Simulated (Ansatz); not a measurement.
Input:

```yaml
crystal:
  lattice:
    - [4.22380, 0.00000, 0.00000]
    - [0.00000, 4.22380, 0.00000]
    - [0.00000, 0.00000, 4.11144]
  atoms:
    - { symbol: Lu, position: [0.00000, 0.00000, 0.00000] }
    - { symbol: Y, position: [0.50000, 0.50000, 0.50000] }
    - { symbol: O, position: [0.00000, 0.50000, 0.50000] }
    - { symbol: O, position: [0.50000, 0.50000, 0.00000] }
    - { symbol: O, position: [0.50000, 0.00000, 0.50000] }
```

No spin polarisation.

Method: Kohn–Sham DFT with the PBEsol functional, run in Ansatz (a first-principles code) with PAW and 420 eV plane waves, no spin-orbit coupling. Settings: 8×8×8 k-points, 0.05 eV Fermi–Dirac smearing.

Q: Predict the band gap, gap character and stress.

A: 
- Band gap = 0.38 eV
- Gap character = direct at Γ
- Stress (xx, yy, zz, yz, xz, xy; compression positive) = (1.24, 1.24, 10.07, 0.00, 0.00, 0.00) GPa

The cells carry an imposed strain or load. Stability against distortions was not tested. The cell was made from YLuO3 in the cubic perovskite structure (space group Pm-3m, No. 221; a hypothetical phase, not in the database extracts checked) by this change: uniaxial strain ε_zz = −2.66 %. Many cubic perovskites are stable only at high temperature; tilts and polar distortions were not tested.
